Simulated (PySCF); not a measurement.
PySCF 2.14.0, WB97X/def2-svp: Ge(H)(OH)(NH2)2 ([NH2][GeH]([NH2])[OH]), 10 atoms. The geometry is a generated start, not checked to be a minimum at this level.

```json
{
  "task": "energy and gradient",
  "method": "wb97x",
  "basis": "def2-svp",
  "mol.max_memory": "7000 MB",
  "mf.init_guess": "minao (default)",
  "mf.DIIS": "CDIIS (default)",
  "mf.diis_space": "8 (default)",
  "mf.conv_tol": "1e-09 (default)",
  "mf.grids.level": "3 (default)",
  "basis functions (reference run)": "104",
  "grid points (reference run)": "121376"
}
```

```xyz
10

Ge     0.0423     0.2990    -0.2640
N     -0.8333    -1.2252    -0.6872
N      1.4342    -0.2045     0.7540
O     -0.8284     1.3707     0.8236
H      0.2945     1.0345    -1.5637
H     -1.6928    -1.1507    -1.2113
H     -0.9797    -1.8626     0.0819
H      2.1506    -0.7690     0.3205
H      1.8649     0.5220     1.3046
H     -1.4522     1.9857     0.4416
```

The reference run uses exact four-centre integrals. Each setting ran once; only counts and results are compared.

Settings tried, all else as in the reference:
- density fitting, auxbasis = def2-universal-jfit
- density fitting of J alone, exact K
- density fitting, auxbasis = autoaux
- density fitting

### Question
Which settings reproduce the reference to 1.0 meV/atom in energy, 10 meV/Å in forces (largest component)?

### Answer
Within it: density fitting, auxbasis = autoaux; density fitting; density fitting of J alone, exact K. Outside: density fitting, auxbasis = def2-universal-jfit.

```tsv
setting	energy against the reference	difference in forces (largest component)
density fitting, auxbasis = autoaux	−0.014 meV/atom	0.77 meV/Å
density fitting	−0.15 meV/atom	2.0 meV/Å
density fitting of J alone, exact K	−0.27 meV/atom	2.2 meV/Å
density fitting, auxbasis = def2-universal-jfit	+7800 meV/atom	750 meV/Å
```

Total energies are compared; such shifts often cancel in part in energy differences. def2-universal-jfit is made for Coulomb alone and misses functions that exchange needs. Also tried and not ranked: density fitting, auxbasis = def2-universal-jkfit (same energy as a listed run); COSX exchange (sgx_fit, pjs) with fitted J, mf.with_df.grids_level_i = 1, mf.with_df.grids_level_f = 1 (gradient came out as NaN); COSX exchange (sgx_fit, pjs) with fitted J, mf.with_df.grids_level_i = 1, mf.with_df.grids_level_f = 2 (default) (gradient came out as NaN); COSX exchange (sgx_fit, pjs) with fitted J, mf.with_df.grids_level_i = 1, mf.with_df.grids_level_f = 3 (gradient came out as NaN); COSX exchange (sgx_fit, pjs) with fitted J, mf.with_df.grids_level_i = 1, mf.with_df.grids_level_f = 4 (gradient came out as NaN). The tolerance is a choice made for this comparison.
